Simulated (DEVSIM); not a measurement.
Device: illuminated Si p-on-n cell, one wavelength, at 300 K.

| layer (left to right) | material | thickness (μm) | Nd (cm⁻³) | Na (cm⁻³) | τn (s) | τp (s) | absorption coefficient (cm⁻¹) |
|---|---|---|---|---|---|---|---|
| 1 | Si | 0.430 | - | 1e19 | 1.6e-5 | 5.2e-5 | 8100 |
| 2 | Si | 25.0 | 6.3e15 | - | 0.00035 | 0.00035 | 8100 |

Left contact: ohmic, minority electron recombination velocity 30 cm/s. Right contact: ohmic, minority hole recombination velocity 10 cm/s. Voltage is applied to the left contact. Recombination: SRH at mid-gap, radiative, Auger. Gap narrowing is on: ΔEg = 6.92 meV × (l + √(l² + 0.5)), l = ln(N/1.3e17 cm⁻³), shared equally by both band edges. Light enters at the left, 1e17 photons cm⁻² s⁻¹, one pass, no reflection. Mobility is μmin + (μ − μmin)/(1 + (N/Nref)^α).

This is a model device: material constants are rounded textbook-type values typed into the input, and sizes, dopings and lifetimes were drawn at random. Values at 300 K.

| parameter | Si |
|---|---|
| gap (eV) | 1.124 |
| affinity (eV) | 4.05 |
| permittivity | 11.7 |
| Nc (cm⁻³) | 2.86e19 |
| Nv (cm⁻³) | 3.1e19 |
| μn (cm²/Vs) | 1417 |
| μp (cm²/Vs) | 470 |
| μn,min | 52 |
| μp,min | 45 |
| Nref,n | 9.7e16 |
| Nref,p | 2.2e17 |
| αn | 0.68 |
| αp | 0.72 |
| B (cm³/s) | 4.7e-15 |
| Cn (cm⁶/s) | 2.8e-31 |
| Cp (cm⁶/s) | 9.9e-32 |

Model (solved in DEVSIM): 1D drift-diffusion, Boltzmann statistics, complete ionisation; no tunnelling, impact ionisation, image-force lowering or self-heating.

The photon flux was swept, all else fixed.

```tsv
photon flux (cm^-2 s^-1)	open-circuit voltage (V)	short-circuit current (mA/cm²)	fill factor	largest power (mW/cm²)
3e15	0.590	0.480	0.82	0.233
1e16	…	…	0.83	0.825
3e16	0.652	4.80	0.83	2.60
1e17	0.685	16.0	0.84	9.18
3e17	0.716	48.0	0.84	28.9
1e18	0.748	160	0.85	101
3e18	0.778	480	0.85	318
```

**Question.** Fill in the missing entries.

**Answer.** 
- 1e16, open-circuit voltage (V): 0.622
- 1e16, short-circuit current (mA/cm²): 1.60
